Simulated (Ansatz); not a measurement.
## Hypothetical anti-perovskite Mn3SiN, pressure series

Base system: Mn3SiN in the anti-perovskite structure (space group Pm-3m, No. 221; a = 3.6768 Å; ferromagnetic; a hypothetical phase, not in the database extracts checked).

Cell and atoms are relaxed at each pressure.

Level of theory: PBEsol, PAW, 420 eV (Ansatz, an electronic-structure program; no SOC).

```tsv
pressure (GPa)	volume per atom (Å³/atom)
-2	10.012
-1	9.976
0	9.941
0.3	?
1.5	9.889
3	9.839
5	9.774
7.5	9.696
10	9.621
```

Problem. Fit the third-order Birch–Murnaghan form P(V) = (3B₀/2)[(V₀/V)^(7/3) − (V₀/V)^(5/3)]·[1 + (3/4)(B₀′ − 4)((V₀/V)^(2/3) − 1)] (squares taken in P) to the rows shown and predict the withheld row.

Solution. Least squares on the printed values gives V₀ = 9.941 Å³/atom, B₀ = 285 GPa, B₀′ = 4.4; this predicts 9.930 Å³/atom, and the run gives 9.931 Å³/atom, in agreement.

The magnetic state is the one reached from the starting moments; the real material's order can differ, and small cells can't hold many antiferromagnetic ones. Load acts through the strain it causes; cell and atoms are relaxed under it. Stability against distortions was not tested. No other phases were tried under pressure.
